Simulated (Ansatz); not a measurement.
Base system: GaN in the zinc blende structure (space group F-43m, No. 216).

```xyz
2
Lattice="0.0000 2.2277 2.2277 2.2277 0.0000 2.2277 2.2277 2.2277 0.0000" Properties=species:S:1:pos:R:3 pbc="T T T"
Ga     0.0000     0.0000     0.0000
N      1.1138     1.1138     1.1138
```

Calculations: LDA (Ansatz, a first-principles code, PAW, spin-orbit coupling left out).

For the base:

```
Quantity               Result
-------------  --------------
Electron mass  0.18 mₑ (at Γ)
Band gap              1.96 eV
```

It is then changed as follows: the cell is scaled by 1.0100 in all directions, atoms relaxed at fixed cell.

Question: How does this affect the electron mass?

Answer: The electron mass changes from 0.18 mₑ (at Γ) to 0.16 mₑ (at Γ).

Question: Predict the new band gap.

Answer: The band gap shrinks by 0.192 eV to 1.76 eV.

The cells carry an imposed strain or load. Effective masses come from finite differences of ±0.01 Å⁻¹. No phonon test of stability was made. This is not the structure that GaN has at room temperature and ambient pressure.
